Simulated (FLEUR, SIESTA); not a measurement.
A FLEUR input for a self-consistent single point of NaLiZnS2 (P3m1, 5 atoms in the cell) (DFT, PBEsol, all-electron FLAPW (FLEUR), scalar-relativistic valence):

Input of the input generator:

```
NaLiZnS2 FLAPW
&input film=f /
1.0000000000 0.0000000040 0.0000000000
-0.5000000035 0.8660254018 0.0000000000
0.0000000000 0.0000000000 1.7136482419
7.5250026816
1.0 1.0 1.0

5
11 0.0000000000 0.0000000000 0.0261600000
3 0.3333333333 0.6666666667 0.3566500000
30 0.6666666667 0.3333333333 0.6116300000
16 0.3333333333 0.6666666667 0.7338100000
16 0.6666666667 0.3333333333 0.2717400000

&comp jspins=1 /
&exco xctyp='PBEs' /
&kpt div1=10 div2=10 div3=5 gamma=t /
&end /
```

```xml
<?xml version="1.0" encoding="UTF-8" standalone="no"?>
<fleurInput fleurInputVersion="0.39">
   <comment>
      NaLiZnS2 FLAPW                                                                                      
   </comment>
   <calculationSetup>
      <cutoffs Kmax="4.1" Gmax="14.3" GmaxXC="14.3" numbands="0"/>
      <scfLoop itmax="80" minDistance="0.00001" maxIterBroyd="15" imix="Anderson" alpha="0.05" precondParam="0.0" spinf="2.0"/>
      <coreElectrons ctail="T" frcor="F" kcrel="0" coretail_lmax="0"/>
      <xcFunctional name="PBEs" relativisticCorrections="F"/>
      <magnetism jspins="1"/>
      <soc l_soc="F" theta="0.0" phi="0.0" spav="F"/>
      <expertModes spex="0" secvar="F"/>
      <geometryOptimization l_f="T" forcealpha="1.0" forcemix="BFGS" epsdisp="0.00001" epsforce="0.00001"/>
      <ldaU l_linMix="F" mixParam="0.05" spinf="1.0"/>
   </calculationSetup>
   <cell>
      <bzIntegration valenceElectrons="34.0" mode="hist" fermiSmearingEnergy="0.0001">
         <kPointListSelection listName="default-1"/>
         <!-- k-points included here -->
         <xi:include xmlns:xi="http://www.w3.org/2001/XInclude" href="kpts.xml"> </xi:include>
      </bzIntegration>
      <!-- symmetry operations included here -->
      <xi:include xmlns:xi="http://www.w3.org/2001/XInclude" href="sym.xml"> </xi:include>
      <bulkLattice scale="1.0">
         <bravaisMatrix>
            <row-1>    7.5250026816000002     0.0000000301000107     0.0000000000000000</row-1>
            <row-2>   -3.7625013671375092     6.5168434708787171     0.0000000000000000</row-2>
            <row-3>    0.0000000000000000     0.0000000000000000    12.8952076156166271</row-3>
         </bravaisMatrix>
      </bulkLattice>
   </cell>
   <atomSpecies>
      <species name="Sodium (Na)" element="Na" atomicNumber="11">
         <mtSphere radius="2.68" gridPoints="925" logIncrement="0.012"/>
         <atomicCutoffs lmax="10" lnonsphr="8"/>
         <electronConfig flipSpins="F">
            <coreConfig>(1s1/2)</coreConfig>
            <valenceConfig>(2s1/2) (2p1/2) (2p3/2) (3s1/2)</valenceConfig>
            <stateOccupation state="(3s1/2)" spinUp="0.5" spinDown="0.5"/>
         </electronConfig>
         <energyParameters s="3" p="3" d="3" f="4"/>
         <lo type="SCLO" l="0" n="2" eDeriv="0"/>
         <lo type="SCLO" l="1" n="2" eDeriv="0"/>
      </species>
      <species name="Lithium (Li)" element="Li" atomicNumber="3">
         <mtSphere radius="2.57" gridPoints="885" logIncrement="0.011"/>
         <atomicCutoffs lmax="10" lnonsphr="8"/>
         <electronConfig flipSpins="F">
            <coreConfig>(1s1/2)</coreConfig>
            <valenceConfig>(2s1/2)</valenceConfig>
            <stateOccupation state="(2s1/2)" spinUp="0.5" spinDown="0.5"/>
         </electronConfig>
         <energyParameters s="2" p="2" d="3" f="4"/>
      </species>
      <species name="Zinc (Zn)" element="Zn" atomicNumber="30">
         <mtSphere radius="2.48" gridPoints="857" logIncrement="0.015"/>
         <atomicCutoffs lmax="10" lnonsphr="8"/>
         <electronConfig flipSpins="F">
            <coreConfig>(1s1/2) (2s1/2) (2p1/2) (2p3/2) (3s1/2) (3p1/2) (3p3/2)</coreConfig>
            <valenceConfig>(4s1/2) (3d3/2) (3d5/2)</valenceConfig>
         </electronConfig>
         <energyParameters s="4" p="4" d="3" f="4"/>
         <lo type="HELO" l="2" n="4" eDeriv="0"/>
      </species>
      <species name="Sulfur (S)" element="S" atomicNumber="16">
         <mtSphere radius="1.62" gridPoints="559" logIncrement="0.02"/>
         <atomicCutoffs lmax="6" lnonsphr="4"/>
         <electronConfig flipSpins="F">
            <coreConfig>(1s1/2) (2s1/2) (2p1/2) (2p3/2)</coreConfig>
            <valenceConfig>(3s1/2) (3p1/2) (3p3/2)</valenceConfig>
            <stateOccupation state="(3p1/2)" spinUp="0.6666666666667" spinDown="0.6666666666667"/>
            <stateOccupation state="(3p3/2)" spinUp="1.3333333333333" spinDown="1.3333333333333"/>
         </electronConfig>
         <energyParameters s="3" p="3" d="3" f="4"/>
      </species>
   </atomSpecies>
   <atomGroups>
      <atomGroup species="Sodium (Na)">
         <relPos label="                   1">.0000000000 .0000000000 .0261600000</relPos>
         <force calculate="T" relaxXYZ="TTT"/>
      </atomGroup>
      <atomGroup species="Lithium (Li)">
         <relPos label="                   2">1.000/3.000 -1.000/3.000 .3566500000</relPos>
         <force calculate="T" relaxXYZ="TTT"/>
      </atomGroup>
      <atomGroup species="Zinc (Zn)">
         <relPos label="                   3">-1.000/3.000 1.000/3.000 -.3883700000</relPos>
         <force calculate="T" relaxXYZ="TTT"/>
      </atomGroup>
      <atomGroup species="Sulfur (S)">
         <relPos label="                   4">1.000/3.000 -1.000/3.000 -.2661900000</relPos>
         <force calculate="T" relaxXYZ="TTT"/>
      </atomGroup>
      <atomGroup species="Sulfur (S)">
         <relPos label="                   5">-1.000/3.000 1.000/3.000 .2717400000</relPos>
         <force calculate="T" relaxXYZ="TTT"/>
      </atomGroup>
   </atomGroups>
   <output dos="F" band="F" slice="F">
      <checks vchk="F" cdinf="F"/>
      <bandDOS minEnergy="-.5*Htr" maxEnergy="0.5*Htr" sigma="0.015" storeEVData="T"/>
      <vacuumDOS vacdos="F" integ="F" star="F" nstars="0" locx1="0.0" locy1="0.0" locx2="0.0" locy2="0.0" nstm="0" tworkf="0.0"/>
      <unfoldingBand unfoldBand="F" supercellX="1" supercellY="1" supercellZ="1"/>
      <plotting iplot="0" polar="F">
         <plot TwoD="T" vec1="  1.0  0.0  0.0" vec2="  0.0  1.0  0.0" vec3="  0.0  0.0  1.0" zero="  0.0  0.0  0.0" file="plot"/>
      </plotting>
      <chargeDensitySlicing numkpt="0" minEigenval="0.0" maxEigenval="0.0" nnne="0" pallst="F"/>
      <specialOutput eonly="F"/>
      <magneticCircularDichroism mcd="F" energyLo="-10.0" energyUp="0.0"/>
   </output>
  <!-- We include the file relax.xml here to enable relaxations (see documentation) -->
  <xi:include xmlns:xi="http://www.w3.org/2001/XInclude" href="relax.xml"> <xi:fallback/> </xi:include>
</fleurInput>
```

Question: Write the same calculation as an input for SIESTA.

Answer: One input that does it (others would too):

```
# files in the folder: Na.psml Li.psml Zn.psml S.psml (PseudoDojo PBEsol standard)
SystemName  NaLiZnS2
SystemLabel nalizns2

NumberOfAtoms                5
NumberOfSpecies              4
%block ChemicalSpeciesLabel
  1 11 Na
  2 3 Li
  3 30 Zn
  4 16 S
%endblock ChemicalSpeciesLabel
LatticeConstant              1.0 Bohr
%block LatticeVectors
     7.525002812    0.000000000    0.000000000
    -3.762501406    6.516843373    0.000000000
     0.000000000    0.000000000   12.895207616
%endblock LatticeVectors
AtomicCoordinatesFormat      Bohr
%block AtomicCoordinatesAndAtomicSpecies
     0.000000000    0.000000000    0.337338631  1
    -0.000003763    4.344564421    4.599075796  2
     3.762505168    2.172278952    7.887095834  3
    -0.000003763    4.344564421    9.462632300  4
     3.762505168    2.172278952    3.504143717  4
%endblock AtomicCoordinatesAndAtomicSpecies

XC.functional                GGA
XC.authors                   PBEsol
PAO.BasisSize                DZP
PAO.EnergyShift              0.005 Ry
PAO.Polarization.NonPerturbative true
MeshCutoff                   300 Ry
%block kgrid.MonkhorstPack
   10   0   0  0.0
    0  10   0  0.0
    0   0   5  0.0
%endblock kgrid.MonkhorstPack
OccupationFunction           FD
ElectronicTemperature        10 K

MaxSCFIterations             150
SCF.Mixer.Method             Broyden
SCF.Mixer.Weight             0.2
SCF.Mixer.History            8
SCF.DM.Tolerance             1.0E-04
Diag.ParallelOverK           true
WriteForces                  true
Charge.Mulliken              end
```

Basis, cutoffs, solver keys and any potentials are the target program's own. This input uses DFT, GGA PBEsol, numerical atomic orbitals DZP, PseudoDojo PBEsol standard norm-conserving potentials (rewritten from UPF to PSML).

The starting cell comes from a database of computed structures (which also holds hypothetical and non-ambient phases and stackings), without a prior relaxation at this level.
